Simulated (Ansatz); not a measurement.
## Bi2SiO5 (Pnma, No. 62, 32 atoms in the cell; start mp-769310): band gap by level of theory

No measured value is used here.

```tsv
level (code)	value (eV)
LDA (Ansatz)	2.47
PBEsol (Ansatz)	2.54
r²SCAN (Ansatz)	2.97
HSE06 (Ansatz)	3.78
```

Computed values are for a static lattice. Levels without +SOC have no spin–orbit coupling; where heavier elements are present it shifts gaps, mostly down, and can invert bands.  Values are at the PBEsol cell. Cutoffs and k meshes differ between the levels. Ansatz's density-functional and Hartree–Fock values are scalar-relativistic unless marked +SOC, with PAW data made under PBE.

A start named mp-… is a Materials Project structure, which need not be a measured phase.

Ansatz is a first-principles code.
